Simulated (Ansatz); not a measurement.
# A computed series for YN: pressure series

The parent structure is YN in the rock salt structure (space group Fm-3m, No. 225; a = 4.896 Å).

Cell and atoms are relaxed at each pressure.

Level of theory: DFT with r2SCAN, PAW potentials and a 500 eV plane-wave cutoff in Ansatz (a quantum-chemistry and plane-wave program), spin-orbit coupling left out.

| pressure (GPa) | volume per atom (Å³/atom) |
|---|---|
| -2 | 14.847 |
| -1 | 14.756 |
| 0 | 14.667 |
| 0.9 | 14.591 |
| 2.1 | 14.492 |
| 9 | ? |
| 15 | 13.600 |
| 22.5 | 13.187 |
| 30 | 12.827 |

Question: Fit the third-order Birch–Murnaghan form P(V) = (3B₀/2)[(V₀/V)^(7/3) − (V₀/V)^(5/3)]·[1 + (3/4)(B₀′ − 4)((V₀/V)^(2/3) − 1)] (squares taken in P) to the rows shown and predict the withheld row.

Answer: Least squares on the printed values gives V₀ = 14.668 Å³/atom, B₀ = 170 GPa, B₀′ = 4.1; this predicts 13.980 Å³/atom, and the run gives 13.979 Å³/atom, in agreement.

Load acts through the strain it causes; cell and atoms are relaxed under it. Whether these cells are dynamically stable was not tested. Competing high-pressure phases were not computed.
